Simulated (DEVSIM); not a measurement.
System: Au/SiO2/n-Si capacitor, at 300 K.

```tsv
layer (left to right)	material	thickness (nm)	Nd (cm⁻³)
1	SiO2	9.80	-
2	Si	390	2.2e18
```

Metal gate on the left, work function 5.1 eV. Fixed charge at the semiconductor interface 9.7e11 cm⁻² (in units of +e); no interface traps.

This is a model device: material constants are rounded textbook-type values typed into the input, and sizes, dopings and lifetimes were drawn at random. Values at 300 K.

```
parameter      SiO2       Si
-------------  ----  -------
gap (eV)          9    1.124
affinity (eV)   0.9     4.05
permittivity    3.9     11.7
Nc (cm⁻³)         -  2.86e19
Nv (cm⁻³)         -   3.1e19
```

DEVSIM, 1D Poisson equation in equilibrium, Boltzmann statistics, complete ionisation; no quantum confinement or tunnelling. Metal contacts follow the ideal Schottky-Mott rule: no Fermi-level pinning, no interface dipoles.

Tabulate band edges, carrier densities and field at -2.0 V on the gate.

Energies count from the Fermi level of the right contact; mesh points crowd at the junctions.

```json
[
 {"x (μm)": "0.000", "Ec (eV)": "6.200", "Ev (eV)": "-2.800", "n (cm⁻³)": "< 1e2", "p (cm⁻³)": "< 1e2", "field (V/cm)": "-2400000"},
 {"x (μm)": "0.0009038", "Ec (eV)": "5.984", "Ev (eV)": "-3.016", "n (cm⁻³)": "< 1e2", "p (cm⁻³)": "< 1e2", "field (V/cm)": "-2400000"},
 {"x (μm)": "0.002339", "Ec (eV)": "5.640", "Ev (eV)": "-3.360", "n (cm⁻³)": "< 1e2", "p (cm⁻³)": "< 1e2", "field (V/cm)": "-2400000"},
 {"x (μm)": "0.004780", "Ec (eV)": "5.056", "Ev (eV)": "-3.944", "n (cm⁻³)": "< 1e2", "p (cm⁻³)": "< 1e2", "field (V/cm)": "-2400000"},
 {"x (μm)": "0.007773", "Ec (eV)": "4.340", "Ev (eV)": "-4.660", "n (cm⁻³)": "< 1e2", "p (cm⁻³)": "< 1e2", "field (V/cm)": "-2400000"},
 {"x (μm)": "0.009093", "Ec (eV)": "4.024", "Ev (eV)": "-4.976", "n (cm⁻³)": "< 1e2", "p (cm⁻³)": "< 1e2", "field (V/cm)": "-2400000"},
 {"x (μm)": "0.009924", "Ec (eV)": "0.699", "Ev (eV)": "-0.425", "n (cm⁻³)": "5.1e7", "p (cm⁻³)": "2.3e12", "field (V/cm)": "-640000"},
 {"x (μm)": "0.01153", "Ec (eV)": "0.600", "Ev (eV)": "-0.524", "n (cm⁻³)": "2.3e9", "p (cm⁻³)": "5.0e10", "field (V/cm)": "-590000"},
 {"x (μm)": "0.01413", "Ec (eV)": "0.459", "Ev (eV)": "-0.665", "n (cm⁻³)": "5.6e11", "p (cm⁻³)": "2.1e8", "field (V/cm)": "-500000"},
 {"x (μm)": "0.01872", "Ec (eV)": "0.266", "Ev (eV)": "-0.858", "n (cm⁻³)": "9.9e14", "p (cm⁻³)": "120000", "field (V/cm)": "-340000"},
 {"x (μm)": "0.02713", "Ec (eV)": "0.093", "Ev (eV)": "-1.031", "n (cm⁻³)": "7.9e17", "p (cm⁻³)": "150", "field (V/cm)": "-83000"},
 {"x (μm)": "0.05016", "Ec (eV)": "0.066", "Ev (eV)": "-1.058", "n (cm⁻³)": "2.2e18", "p (cm⁻³)": "< 1e2", "field (V/cm)": "-29"},
 {"x (μm)": "0.08480", "Ec (eV)": "0.066", "Ev (eV)": "-1.058", "n (cm⁻³)": "2.2e18", "p (cm⁻³)": "< 1e2", "field (V/cm)": "≈ 0"},
 {"x (μm)": "0.1483", "Ec (eV)": "0.066", "Ev (eV)": "-1.058", "n (cm⁻³)": "2.2e18", "p (cm⁻³)": "< 1e2", "field (V/cm)": "≈ 0"},
 {"x (μm)": "0.2786", "Ec (eV)": "0.066", "Ev (eV)": "-1.058", "n (cm⁻³)": "2.2e18", "p (cm⁻³)": "< 1e2", "field (V/cm)": "≈ 0"},
 {"x (μm)": "0.3342", "Ec (eV)": "0.066", "Ev (eV)": "-1.058", "n (cm⁻³)": "2.2e18", "p (cm⁻³)": "< 1e2", "field (V/cm)": "≈ 0"},
 {"x (μm)": "0.3646", "Ec (eV)": "0.066", "Ev (eV)": "-1.058", "n (cm⁻³)": "2.2e18", "p (cm⁻³)": "< 1e2", "field (V/cm)": "≈ 0"},
 {"x (μm)": "0.3811", "Ec (eV)": "0.066", "Ev (eV)": "-1.058", "n (cm⁻³)": "2.2e18", "p (cm⁻³)": "< 1e2", "field (V/cm)": "≈ 0"},
 {"x (μm)": "0.3921", "Ec (eV)": "0.066", "Ev (eV)": "-1.058", "n (cm⁻³)": "2.2e18", "p (cm⁻³)": "< 1e2", "field (V/cm)": "≈ 0"},
 {"x (μm)": "0.3963", "Ec (eV)": "0.066", "Ev (eV)": "-1.058", "n (cm⁻³)": "2.2e18", "p (cm⁻³)": "< 1e2", "field (V/cm)": "≈ 0"},
 {"x (μm)": "0.3984", "Ec (eV)": "0.066", "Ev (eV)": "-1.058", "n (cm⁻³)": "2.2e18", "p (cm⁻³)": "< 1e2", "field (V/cm)": "≈ 0"},
 {"x (μm)": "0.3998", "Ec (eV)": "0.066", "Ev (eV)": "-1.058", "n (cm⁻³)": "2.2e18", "p (cm⁻³)": "< 1e2", "field (V/cm)": "≈ 0"}
]
```
